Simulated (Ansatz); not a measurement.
Consider GaSb in the zinc blende structure (space group F-43m, No. 216; a = 6.111 Å).

All numbers come from Ansatz (a quantum-chemistry and plane-wave program) PBEsol, no spin-orbit coupling.

For the base:

The band gap is zero and the pressure is 0.0 GPa.

It is then changed as follows: an isotropic linear strain of −1.59 %, atoms relaxed at fixed cell.

**Question.** How does this affect the band gap, pressure and energy relative to the base?

**Answer.** The band gap goes from zero to 0.35 eV; the pressure goes from zero to 2.8 GPa; the energy increases by 11 meV/atom.

Spin-orbit coupling, missing from the scalar runs, can matter with Sb. Whether these cells are dynamically stable was not tested. All final runs are without spin polarisation. The zero or small gap of GaSb can change with the level of theory.
